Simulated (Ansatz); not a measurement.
# BAs: response to strain

Take BAs in the zinc blende structure (space group F-43m, No. 216; a = 4.8093 Å) as the base.

Strains are applied to the cell and any free atomic positions relax.

The values are results of PBE, PAW, 420 eV (Ansatz, a program for electronic structure; spin-orbit coupling left out), not measurements.

```csv
isotropic strain (%),pressure (GPa)
-2.5,11.7
-2,9.0
-1.5,6.5
-1,4.2
0,0.0
0.5,-1.9
1,-3.7
1.5,?
2.5,-8.3
```

Fit P = P₀ − Bδ + Cδ² with δ = (1 + ε)³ − 1 to the rows shown and predict the withheld row.

Least squares on the printed values gives P₀ = 0.0 GPa, B = 134 GPa, C = 344 GPa (largest residual 0.1 GPa); this predicts -5.4 GPa, and the run gives -5.3 GPa, in agreement.

Whether these cells are dynamically stable was not tested.
